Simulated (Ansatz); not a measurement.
# GaSe under a change: Se → S

The reference is GaSe in the beta-GaS type structure (space group P6_3/mmc, No. 194; a = 3.705 Å, c = 15.508 Å; layered, stacked along the Cartesian z axis).

It is then changed as follows: every Se is replaced by S; the structure is relaxed again.

All numbers come from PBEsol-D3(BJ) in Ansatz (plane waves to 420 eV, PAW, spin-orbit coupling left out), earlier PAW set. Settings: 11×11×3 k-points, 0.05 eV Fermi–Dirac smearing, for the changed cell.

| quantity | base | changed | shift |
|---|---|---|---|
| volume per atom | 23.04 Å³ | 20.34 Å³ | -2.70 Å³ |
| density | 5.36 g/cm³ | 4.15 g/cm³ | -1.203 g/cm³ |
| lattice parameter a | 3.705 Å | 3.534 Å | -0.1704 Å |
| c/a ratio | 4.186 | 4.256 | +0.070 |
| space group | P6_3/mmc (No. 194) | P6_3/mmc (No. 194) | – |
| shortest interatomic distance | 2.412 Å | 2.315 Å | -0.0979 Å |
| band gap | 0.82 eV | 1.29 eV | +0.47 eV |
| gap character | indirect, Γ → M | indirect, Γ → M | – |
| smallest direct gap | 0.93 eV | 1.74 eV | +0.81 eV |
| width of the top valence band | 2.41 eV | 2.16 eV | -0.244 eV |
| hole mass | 0.075 mₑ along c, 1.5 mₑ across (at Γ) | 0.13 mₑ along c, 2.0 mₑ across (at Γ) | – |
| valence-band top at Γ (three highest levels, from the VBM) | 0.00, -1.24, -1.24 eV | 0.00, -1.45, -1.45 eV | – |

Final structure:

```yaml
crystal:
  lattice:
    - [3.53446, 0.00000, 0.00000]
    - [-1.76723, 3.06093, 0.00000]
    - [0.00000, 0.00000, 15.04237]
  atoms:
    - { symbol: Ga, position: [0.33333, 0.66667, 0.16958] }
    - { symbol: Ga, position: [0.66667, 0.33333, 0.66958] }
    - { symbol: Ga, position: [0.66667, 0.33333, 0.83042] }
    - { symbol: Ga, position: [0.33333, 0.66667, 0.33042] }
    - { symbol: S, position: [0.33333, 0.66667, 0.59697] }
    - { symbol: S, position: [0.66667, 0.33333, 0.09697] }
    - { symbol: S, position: [0.66667, 0.33333, 0.40303] }
    - { symbol: S, position: [0.33333, 0.66667, 0.90303] }
```

Effective masses come from finite differences of ±0.01 Å⁻¹. Gaps are Kohn–Sham eigenvalue differences; semilocal functionals usually give less than the measured gap. Whether these cells are dynamically stable was not tested.

Ansatz is a quantum-chemistry and plane-wave program.
